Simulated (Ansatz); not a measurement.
The reference is Pb in the fcc (Cu type) structure (space group Fm-3m, No. 225; a = 4.931 Å).

Structures relaxed with DFT with PBEsol, PAW potentials and a 420 eV plane-wave cutoff in Ansatz (an electronic-structure program), spin-orbit coupling left out.

Base:

Simulated powder pattern, Mo Kα, λ = 0.71073 Å (kinematic, ideal powder, no thermal factors, no anomalous dispersion; the 8 strongest lines at most, above 2 %, up to 2θ = 40°):

| 2θ (°) | I/Imax (%) | hkl |
|---|---|---|
| 14.34 | 100 | (111) |
| 16.57 | 52 | (200) |
| 23.52 | 42 | (220) |
| 27.66 | 53 | (311) |
| 28.91 | 15 | (222) |
| 33.51 | 7.4 | (400) |
| 36.62 | 22 | (331) |
| 37.60 | 21 | (420) |

After one change:

Simulated powder pattern, Mo Kα, λ = 0.71073 Å (kinematic, ideal powder, no thermal factors, no anomalous dispersion; the 8 strongest lines at most, above 2 %, up to 2θ = 40°):

| 2θ (°) | I/Imax (%) |
|---|---|
| 15.00 | 100 |
| 17.33 | 52 |
| 24.61 | 41 |
| 28.94 | 51 |
| 30.26 | 15 |
| 35.08 | 7.2 |
| 38.35 | 22 |
| 39.38 | 20 |

Problem. Name the change that was made.
A) pressure 9 GPa
B) pressure 2.1 GPa
C) pressure 0.9 GPa
D) pressure 15 GPa

Solution. A, pressure 9 GPa. Its volume per atom is 26.23 Å³ against 29.98 Å³, and its space group is Fm-3m (No. 225).

Load acts through the strain it causes; cell and atoms are relaxed under it. No phonon test of stability was made. Measured, Pb leaves this structure (for hcp) near 14 GPa (room temperature; as listed in arXiv:1906.07825).
